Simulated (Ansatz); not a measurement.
Results of PBEsol (Ansatz, an electronic-structure program, plane waves, PAW) for IrGa (Pm-3m, No. 221, 2 atoms in the cell; start mp-11388).

Numerical settings: plane-wave cutoff 520 eV, 18×18×18 k mesh, Fermi–Dirac smearing 0.05 eV, no spin polarisation, scalar-relativistic PAW data made under PBE.

Cell (relaxed at this level):

```
CELL_PARAMETERS angstrom
      3.01983     0.00000     0.00000
      0.00000     3.01983     0.00000
      0.00000     0.00000     3.01983
ATOMIC_POSITIONS crystal
  Ga 0.00000 0.00000 0.00000
  Ir 0.50000 0.50000 0.50000
```

Task: Predict the bulk modulus.

Result: 
- bulk modulus = 244 GPa

Note: the run has no spin polarisation, so it can have missed a magnetic state; the bulk modulus is −V dP/dV from two relaxed cells at ±2 % in volume; the relaxation could not lower the start's symmetry, so the cell can be a saddle point above a distorted one.

Spin–orbit coupling is not included.

The computed numbers hold no vibrational or temperature effects.

A start named mp-… is a Materials Project structure, which need not be a measured phase.
